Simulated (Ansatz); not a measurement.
Lu: response to strain

Consider Lu in the hcp (Mg type) structure (space group P6_3/mmc, No. 194; a = 3.443 Å, c = 5.367 Å; relaxed with 0.1 eV smearing). Axes: x lies along a and z along c of the hexagonal cell.

Strains are applied to the cell and any free atomic positions relax.

The values are results of PBEsol/PAW in Ansatz (a program for electronic structure), scalar-relativistic without spin-orbit coupling, not measurements.

Candidates:
(a) uniaxial strain ε_zz = +3.00 %
(b) uniaxial strain ε_zz = −3.00 %
(c) uniaxial strain ε_zz = +1.50 %

Notes on the quantities. energy relative to the base: free energy F.

Question: Order them by energy relative to the base, lowest first.

Answer: (c) uniaxial strain ε_zz = +1.50 % (+1.9 meV/atom), (a) uniaxial strain ε_zz = +3.00 % (+7.2 meV/atom), (b) uniaxial strain ε_zz = −3.00 % (+8.1 meV/atom)

No phonon test of stability was made.
